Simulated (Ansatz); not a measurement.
## A computed series for CdSe: response to strain

Start from CdSe in the zinc blende structure (space group F-43m, No. 216; a = 6.1964 Å).

Strains are applied to the cell and any free atomic positions relax.

Method: DFT with PBE, PAW potentials and a 420 eV plane-wave cutoff in Ansatz (a quantum-chemistry and plane-wave program), spin-orbit coupling left out, earlier PAW set.

```tsv
isotropic strain (%)	band gap (eV)
-3.15	0.69
-1.38	?
-0.61	0.53
0	0.49
```

Fit E_g = E₀ + Dε (ε in %) to the rows shown and predict the withheld row.

Least squares on the printed values gives E₀ = 0.49 eV, D = -63.3 meV per % of strain (largest residual 0.00 eV); this predicts 0.58 eV, and the run gives 0.58 eV, in agreement.

No phonon test of stability was made.
